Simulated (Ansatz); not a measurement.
For HfSi2 (model structure, started from the AlB2 type, P6/mmm, No. 191, 3 atoms in the cell), PBEsol (Ansatz, a program for electronic structure, plane waves, PAW) gives:

equilibrium lattice constant a: 4.033 Å
c axis length: 3.407 Å

Task: What does PBE-D3(BJ) in Ansatz (PAW) give for the same quantities?

Result: 
- lattice constant a: 4.021 Å (falls by 0.3 %)
- lattice parameter c: 3.404 Å (drops by 0.1 %)

Changes are worked out from the printed values.

Unless a cell is named, each level is at its own relaxed cell (PBEsol 16.00, PBE-D3(BJ) 15.89 Å³/atom).

Levels without +SOC leave out spin–orbit coupling, which shifts energies and cells of such heavy elements.

Ansatz's density-functional and Hartree–Fock values are scalar-relativistic unless marked +SOC, with PAW data made under PBE.

A model structure was made by putting elements into a prototype or built by hand; it is no filed structure, need not be a known phase, and can be a saddle point held by its symmetry.
